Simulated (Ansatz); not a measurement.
## Pressure series in CaTiO3

The parent structure is CaTiO3 in the cubic perovskite structure (space group Pm-3m, No. 221; a = 3.8414 Å; a model cell).

Cell and atoms are relaxed at each pressure.

Computed with PBEsol/PAW in Ansatz (a quantum-chemistry and plane-wave program), spin-orbit coupling left out, earlier PAW set.

```tsv
change	lattice parameter a	smallest direct gap
base	3.841 Å	2.33 eV
pressure −2 GPa	3.855 Å	2.32 eV
pressure −1 GPa	3.848 Å	2.32 eV
pressure 15 GPa	3.755 Å	2.38 eV
pressure 30 GPa	3.689 Å	2.39 eV
pressure 50 GPa	3.619 Å	2.38 eV
pressure 75 GPa	___	2.32 eV
pressure 100 GPa	3.492 Å	2.23 eV
```

**Question.** Some entries are withheld; estimate them.

**Answer.** 
- pressure 75 GPa, lattice parameter a: 3.549 Å

Load acts through the strain it causes; cell and atoms are relaxed under it. Stability against distortions was not tested. Competing high-pressure phases were not computed. All final runs are without spin polarisation. Many cubic perovskites are stable only at high temperature; tilts and polar distortions were not tested.
